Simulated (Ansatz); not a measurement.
```
InP
1.0
    0.00000     2.93940     2.93940
    2.93940     0.00000     2.93940
    2.93940     2.93940     0.00000
In P
1 1
Direct
  0.00000   0.00000   0.00000
  0.25000   0.25000   0.25000
```

All values below come from PBEsol with spin-orbit coupling, rigid bands (plane waves, PAW; Ansatz, a program for electronic structure). How the cell was made: cell and atoms relaxed with PBEsol.

What conductivity effective mass do dilute electrons have at 300 K?

0.056 mₑ.

Predict the hole conductivity mass (n e² τ/σ) at 300 K, by direction if it differs.

0.56 mₑ.

And the band gap?

0.54 eV at this level; semilocal functionals usually fall short of the measured gap.

Rigid bands, one relaxation time for all states, no polarons.
